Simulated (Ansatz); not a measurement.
The reference is Ga$_{2}$O$_{3}$ in the corundum structure (space group R-3c, No. 167; a = 5.058 Å, c = 13.624 Å (hexagonal axes)).

Method: PBE (Ansatz, a first-principles code, PAW, without spin-orbit coupling), earlier PAW set.

Before the change:

```
Item                    Value
-------------------  --------
Volume per atom      10.06 Å³
Smallest direct gap   2.64 eV
```

Modification: cell and atoms relaxed at a pressure of 15 GPa.

Task: What happens to the volume per atom and smallest direct gap?

Result: The volume per atom drops by 0.636 Å³, from 10.06 Å³ to 9.43 Å³; the smallest direct gap grows by 0.72 eV, from 2.64 eV to 3.36 eV.

Load acts through the strain it causes; cell and atoms are relaxed under it. Stability against distortions was not tested. No other phases were tried under pressure.
